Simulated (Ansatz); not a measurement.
## Several settings converged on CaC₂ (C2/m, 6 atoms in the cell)

```
CaC2
1.0
    3.58964    -1.92104     0.00000
    3.58964     1.92104     0.00000
   -2.17074     0.00000     7.11421
Ca C
2 4
Direct
  0.79741   0.79741   0.75351
  0.20259   0.20259   0.24649
  0.07922   0.07922   0.56431
  0.92078   0.92078   0.43569
  0.45186   0.45186   0.05825
  0.54814   0.54814   0.94175
```

Base method: LDA (PW92), default PAW files made with PBE (plane waves; Ansatz, a first-principles code).

Base settings: basis.ecutwfc = 420 eV; kpoints.mp_grid.grid = 7 7 4; hamiltonian.xc = lda; hamiltonian.pseudopotentials = {kind: paw} (the program's default PAW files); scf.occupations.method = fixed.

Core times come from one kind of shared machine, to one figure; runs under 30 s give none.

**The force threshold of a relaxation**

On CaC2 (Cm, 6 atoms in the cell): one atom moved by 0.15 angstrom.

In this ladder: relax = atoms.

The mesh stays at the base's, so the ladder's end is converged at best in this setting alone.

Only quantities that move along the ladder and can be compared are tabulated.

```csv
relax.f_tol,largest force left (eV/Å),relaxation steps
0.2 eV/Å,0.0774,4
0.05 eV/Å,0.0036,5
0.02 eV/Å,0.0041,6
0.005 eV/Å,0.0049,6
0.001 eV/Å,0.0005,7
```

Coarsest relax.f_tol that holds the largest force left within 0.01 eV/Å of the last step, with all finer ones: 0.05 eV/Å; the step before is off by 0.077 eV/Å.

**The dielectric constant against the mesh**

In this ladder: dielectric = true; dielectric.field_mesh = kpoints.

Only quantities that move along the ladder and can be compared are tabulated.

| kpoints.mp_grid.grid | mean ε∞ | core time / last (rough) |
|---|---|---|
| 3 3 2 | 3.809 | – |
| 5 5 3 | 3.952 | 0.07 |
| 8 8 4 | 3.972 | 0.3 |
| 12 12 6 | 3.974 | 1 |

Coarsest kpoints.mp_grid.grid that holds the mean ε∞ within 0.05 of the last step, with all finer ones: 5 5 3, at about 0.07 of the last step's time; the step before is off by 0.16.

On the base run: the starting cell comes from a database of computed structures (which also holds hypothetical and non-ambient phases and stackings), without a prior relaxation at this level. Its lattice was rescaled by up to half a per cent. In the base run, with a pressure of about -5 GPa the cell is away from its equilibrium volume at this level.

Left out of this page: 1 run of the series stopped by limits of time or memory.

Keys are those of Ansatz 0.2.
